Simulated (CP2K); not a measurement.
Band structure of Sc₂Te₃ (Immm, 5 atoms in the cell).

```
Sc2Te3
1.0
    7.32404     0.00000     0.00000
    3.82684     6.24475     0.00000
   -4.98208    -4.18191     3.36632
Sc Te
2 3
Direct
  0.66236   0.66236   0.00000
  0.33764   0.33764   0.00000
  0.50000   0.00000   0.50000
  0.17644   0.67644   0.50000
  0.82356   0.32356   0.50000
```

Level of theory: CP2K with LDA (Pade form), GPW, TZVP-MOLOPT-SR-GTH basis, GTH-PADE potentials (GTH_POTENTIALS).

Settings: CUTOFF = 600 Ry; REL_CUTOFF = 60 Ry; SMEAR/METHOD = GAUSSIAN; SIGMA = 0.2 eV; KPOINTS/SCHEME = MACDONALD 4 4 4 0.125 0.125 0.125; XC_FUNCTIONAL = PADE; Sc/BASIS_SET = TZVP-MOLOPT-SR-GTH-q11; Sc/POTENTIAL = GTH-PADE-q11; Te/BASIS_SET = TZVP-MOLOPT-SR-GTH-q6; Te/POTENTIAL = GTH-PADE-q6; METHOD = GPW; EPS_DEFAULT = 1e-10; EXTRAPOLATION = USE_GUESS; NGRIDS = 5.

The starting cell comes from a database of computed structures (which also holds hypothetical and non-ambient phases and stackings), without a prior relaxation at this level. Spin-orbit coupling is off. Values carry the incompleteness of an atom-centred basis.

Levels in eV from the Fermi level, bands 17 to 22:
```csv
point,17,18,19,20,21,22
Γ,-1.71,-0.21,-0.10,0.05,0.57,0.83
X,-2.18,-1.55,-1.43,-1.23,0.31,0.40
L,-2.27,-2.26,-1.89,-1.02,1.11,1.17
T,-2.51,-2.34,-1.90,-0.93,1.20,1.29
W,-2.38,-2.36,-2.06,-0.99,1.32,1.37
R,-2.39,-1.59,-1.49,-1.32,0.12,0.97
X1,-2.18,-1.55,-1.43,-1.23,0.31,0.40
Z,-1.72,-1.53,-1.32,-0.82,0.03,0.89
Y,-1.43,-1.34,-1.28,-0.88,0.36,1.24
S,-2.02,-1.53,-1.06,-0.41,0.39,1.15
```

Bands cross the Fermi level along this path, so the cell is metallic at this level.

Higher empty bands are left out: an atom-centred basis made for the valence describes them poorly.
